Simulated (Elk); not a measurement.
## Elk run on PbSe2 (I4/mcm, 6 atoms in the cell): self-consistent single point

Method: LDA (PW92), all-electron FP-LAPW, Elk's shipped species files, default APW+lo basis (Elk).

Input:

```
tasks
  0

rmtscf
  0.87

stype
  0

swidth
  0.00734986

maxscl
  100

avec
   -6.0858610946    6.0858610946    7.3327855396
    6.0858610946   -6.0858610946    7.3327855396
    6.0858610946    6.0858610946   -7.3327855396

sppath
  './'

atoms
  2
  'Pb.in'
  2
  0.2500000000  0.2500000000  0.0000000000    0.0 0.0 0.0
  0.7500000000  0.7500000000  0.0000000000    0.0 0.0 0.0
  'Se.in'
  4
  0.6298200000  0.1298200000  0.7596400000    0.0 0.0 0.0
  0.3701800000  0.8701800000  0.2403600000    0.0 0.0 0.0
  0.1298200000  0.3701800000  0.5000000000    0.0 0.0 0.0
  0.8701800000  0.6298200000  0.5000000000    0.0 0.0 0.0

ngridk
  4 4 4
```

The program printed (abridged):

```
│ Elk code version 10.2.4 │

All units are atomic (Hartree, Bohr, etc.)

│ Ground-state run starting from atomic densities │

Lattice vectors :
  -6.085861095       6.085861095       7.332785540
   6.085861095      -6.085861095       7.332785540
   6.085861095       6.085861095      -7.332785540

Unit cell volume      :    1086.358198
Brillouin zone volume :   0.2283318834

Muffin-tin inner radius fraction :   0.1000000000E-01

Nuclei treated as point charges

Species :    1 (Pb)
 parameters loaded from : Pb.in
 name : lead
 nuclear charge    :   -82.00000000
 electronic charge :    82.00000000
 atomic mass :    377702.4940
 muffin-tin radius :    2.436000000
 number of radial points in muffin-tin :    697
 atomic positions (lattice), magnetic fields (Cartesian) :
   1 :   0.25000000  0.25000000  0.00000000    0.00000000  0.00000000  0.00000000
   2 :  -0.25000000 -0.25000000  0.00000000    0.00000000  0.00000000  0.00000000

Species :    2 (Se)
 parameters loaded from : Se.in
 name : selenium
 nuclear charge    :   -34.00000000
 electronic charge :    34.00000000
 atomic mass :    143935.2748
 muffin-tin radius :    2.088000000
 number of radial points in muffin-tin :    497
 atomic positions (lattice), magnetic fields (Cartesian) :
   1 :  -0.37018000  0.12982000 -0.24036000    0.00000000  0.00000000  0.00000000
   2 :   0.37018000 -0.12982000  0.24036000    0.00000000  0.00000000  0.00000000
   3 :   0.12982000  0.37018000  0.50000000    0.00000000  0.00000000  0.00000000
   4 :  -0.12982000 -0.37018000  0.50000000    0.00000000  0.00000000  0.00000000

Total number of atoms per unit cell :    6

Spin treatment :
 spin-unpolarised

Number of Bravais lattice symmetries :   16
Number of crystal symmetries         :   16
Crystal has inversion symmetry
Real symmetric eigensolver will be used

k-point grid :      4     4     4
k-point offset :    0.000000000       0.000000000       0.000000000
k-point set is reduced with full crystal symmetry group
Total number of k-points :       13

Muffin-tin radius times maximum |G+k| :    7.000000000
 using average radius
Maximum |G+k| for APW functions       :    3.176043557
Maximum (1/2)|G+k|²                   :    5.043626339
Maximum |G| for potential and density :    12.00000000
 potential will be trimmed for |G| > 2 gkmax
Constant for pseudocharge density :    7
Radial integration step length :    4

G-vector grid sizes :     45    45    45
Number of G-vectors :    31697

Maximum angular momentum used for
 APW functions                      :    8
 outer part of muffin-tin           :    6
 inner part of muffin-tin           :    1

Total nuclear charge    :   -300.0000000
Total core charge       :    208.0000000
Total valence charge    :    92.00000000
Total excess charge     :    0.000000000
Total electronic charge :    300.0000000

Effective Wigner radius, rₛ :   0.9526229953

Number of empty states         :   24
Total number of valence states :   70
Total number of core states    :  208

Total number of local-orbitals :   90

Exchange-correlation functional :      3     0     0
 Perdew-Wang/Ceperley-Alder, Phys. Rev. B 45, 13244 (1992)
 gradient requirement :    0
 local density approximation (LDA)

Smearing type :    0
 Gaussian
Smearing width :   0.7349860000E-02
Effective electronic temperature (K) :    2320.902224

Mixing type :    3
 Broyden mixing, J. Phys. A: Math. Gen. 17, L317 (1984)

Kohn-Sham potential initialised from atomic data

│ Self-consistent loop started │
│ Loop number : 1 │
 total energy                :     -51557.7294284
│ Loop number : 2 │
 total energy                :     -51557.7732887
RMS change in Kohn-Sham potential (target) :   0.9162378554E-01 (  0.1000000000E-05)
Absolute change in total energy (target)   :   0.4386023089E-01 (  0.1000000000E-03)
│ Loop number : 3 │
 total energy                :     -51557.2991915
RMS change in Kohn-Sham potential (target) :   0.8548659756E-01 (  0.1000000000E-05)
Absolute change in total energy (target)   :   0.4631320662     (  0.1000000000E-03)
│ Loop number : 4 │
 total energy                :     -51553.9652210
RMS change in Kohn-Sham potential (target) :   0.6667789091E-01 (  0.1000000000E-05)
Absolute change in total energy (target)   :    3.449753533     (  0.1000000000E-03)
│ Loop number : 5 │
 total energy                :     -51547.4288855
RMS change in Kohn-Sham potential (target) :   0.2649846814E-01 (  0.1000000000E-05)
Absolute change in total energy (target)   :    7.398773954     (  0.1000000000E-03)
│ Loop number : 6 │
 total energy                :     -51544.4068522
RMS change in Kohn-Sham potential (target) :   0.7335881845E-02 (  0.1000000000E-05)
Absolute change in total energy (target)   :    4.871726719     (  0.1000000000E-03)
│ Loop number : 7 │
 total energy                :     -51543.2233305
RMS change in Kohn-Sham potential (target) :   0.1332176093E-03 (  0.1000000000E-05)
Absolute change in total energy (target)   :    2.401453431     (  0.1000000000E-03)
│ Loop number : 8 │
 total energy                :     -51543.1957677
RMS change in Kohn-Sham potential (target) :   0.5681909726E-04 (  0.1000000000E-05)
Absolute change in total energy (target)   :   0.6279261794     (  0.1000000000E-03)
│ Loop number : 9 │
 total energy                :     -51543.1879002
RMS change in Kohn-Sham potential (target) :   0.4745038342E-04 (  0.1000000000E-05)
Absolute change in total energy (target)   :   0.1648490236     (  0.1000000000E-03)
│ Loop number : 10 │
 total energy                :     -51543.1951990
RMS change in Kohn-Sham potential (target) :   0.1713739735E-04 (  0.1000000000E-05)
Absolute change in total energy (target)   :   0.3391341096E-01 (  0.1000000000E-03)
│ Loop number : 11 │
 total energy                :     -51543.1933892
RMS change in Kohn-Sham potential (target) :   0.5790127906E-05 (  0.1000000000E-05)
Absolute change in total energy (target)   :   0.1028818661E-01 (  0.1000000000E-03)
│ Loop number : 12 │
 total energy                :     -51543.1930749
RMS change in Kohn-Sham potential (target) :   0.7690397972E-06 (  0.1000000000E-05)
Absolute change in total energy (target)   :   0.2886365408E-02 (  0.1000000000E-03)
│ Loop number : 13 │
 total energy                :     -51543.1931062
RMS change in Kohn-Sham potential (target) :   0.4692655152E-06 (  0.1000000000E-05)
Absolute change in total energy (target)   :   0.6902357491E-03 (  0.1000000000E-03)
│ Loop number : 14 │
 total energy                :     -51543.1931797
RMS change in Kohn-Sham potential (target) :   0.3333032093E-07 (  0.1000000000E-05)
Absolute change in total energy (target)   :   0.9903830505E-04 (  0.1000000000E-03)
Convergence targets achieved

│ Loop number : 15 │

Energies :
 Fermi                       :     0.203479218122
 sum of eigenvalues          :     -31496.4613274
 electron kinetic            :      58635.6992560
 core electron kinetic       :      57540.1003266
 Coulomb                     :     -109081.632479
 Coulomb potential           :     -88676.3052289
 nuclear-nuclear             :     -3687.14234591
 electron-nuclear            :     -122112.675037
 Hartree                     :      16718.1849040
 Madelung                    :     -64743.4798644
 xc potential                :     -1455.85535453
 exchange                    :     -1067.71087181
 correlation                 :     -29.5490908830
 total energy                :     -51543.1931855

Density of states at Fermi energy :    13.81311567
 (states/Hartree/unit cell)

Estimated indirect band gap :   0.9189877171E-02
 from k-point     10 to k-point      1
Estimated direct band gap   :   0.4436612700E-01
 at k-point     11

Charges :
 core                        :    208.0000000
 valence                     :    92.00000000
 interstitial                :    15.31377837
 muffin-tins (core leakage)
  species :    1 (Pb)
   atom    1                 :    79.38007096     (  0.6548292584E-02)
   atom    2                 :    79.38007096     (  0.6548292584E-02)
  species :    2 (Se)
   atom    1                 :    31.48151992     (  0.4569471663E-03)
   atom    2                 :    31.48151992     (  0.4569471663E-03)
   atom    3                 :    31.48151992     (  0.4569471663E-03)
   atom    4                 :    31.48151992     (  0.4569471663E-03)
 total in muffin-tins        :    284.6862216
 total calculated charge     :    299.9525982
 total charge                :    300.0000000
 error                       :   0.4740181783E-01

│ Self-consistent loop stopped │
```

The run converged in 15 iterations. The count includes the last loop, which Elk runs after its targets are met.

The starting cell comes from a database of computed structures (which also holds hypothetical and non-ambient phases and stackings), without a prior relaxation at this level. Its lattice was rescaled by a random factor within 2.5 % of one. Spin-orbit coupling is off. Values depend on the basis (sphere radii, cutoffs, local orbitals), which need not be converged. The run gives no clean gap (levels at the Fermi energy touch, overlap or are partly filled at this smearing), which alone does not show that the compound is a metal. The log's line on a gap gives a spacing of levels on this mesh, which the program prints for metals too.

Cost on one core of a shared machine: roughly 2 min.
